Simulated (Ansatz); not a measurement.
## Hypothetical zinc blende SbAs, pressure series

Take SbAs in the zinc blende structure (space group F-43m, No. 216; a = 6.538 Å; a hypothetical phase, not in the database extracts checked) as the base.

Cell and atoms are relaxed at each pressure.

Level of theory: PBE/PAW in Ansatz (a quantum-chemistry and plane-wave program), no SOC.

```json
[
 {"pressure (GPa)": "-2", "volume per atom (Å³/atom)": "37.032"},
 {"pressure (GPa)": "-1", "volume per atom (Å³/atom)": "?"},
 {"pressure (GPa)": "0", "volume per atom (Å³/atom)": "34.928"},
 {"pressure (GPa)": "1.8", "volume per atom (Å³/atom)": "33.454"},
 {"pressure (GPa)": "9", "volume per atom (Å³/atom)": "29.474"},
 {"pressure (GPa)": "18", "volume per atom (Å³/atom)": "26.588"},
 {"pressure (GPa)": "30", "volume per atom (Å³/atom)": "24.072"},
 {"pressure (GPa)": "45", "volume per atom (Å³/atom)": "21.958"},
 {"pressure (GPa)": "60", "volume per atom (Å³/atom)": "20.445"}
]
```

### Question
Fit the third-order Birch–Murnaghan form P(V) = (3B₀/2)[(V₀/V)^(7/3) − (V₀/V)^(5/3)]·[1 + (3/4)(B₀′ − 4)((V₀/V)^(2/3) − 1)] (squares taken in P) to the rows shown and predict the withheld row.

### Answer
Least squares on the printed values gives V₀ = 34.913 Å³/atom, B₀ = 38.2 GPa, B₀′ = 4.0; this predicts 35.893 Å³/atom, and the run gives 35.911 Å³/atom, 0.018 higher.

Load acts through the strain it causes; cell and atoms are relaxed under it. No phonon test of stability was made. No other phases were tried under pressure. The final runs are not spin-polarised.
